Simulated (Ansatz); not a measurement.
The parent structure is TiO2 in the anatase structure (space group I4_1/amd, No. 141; a = 3.7988 Å, c = 9.7008 Å). Axes: x, y, z lie along a, b, c of the conventional cell.

All numbers come from PBE (Ansatz, a program for electronic structure), no spin-orbit coupling.

For the base:

```
Quantity     Value
--------  --------
Pressure  0.00 GPa
```

One thing is altered: biaxial strain +1.35 %, plane normal [001], relaxed out of plane (Cartesian); in-plane vectors clamped, the third vector and the atoms free.

**Question.** Estimate the effect on the pressure.

**Answer.** The pressure (mean of the normal stresses, compression positive) goes from zero to -2.37 GPa.

**Question.** How does this affect the ratio −ε⊥/ε∥?

**Answer.** The ratio −ε⊥/ε∥ comes out as 1.40.

No phonon test of stability was made. All final runs are without spin polarisation.
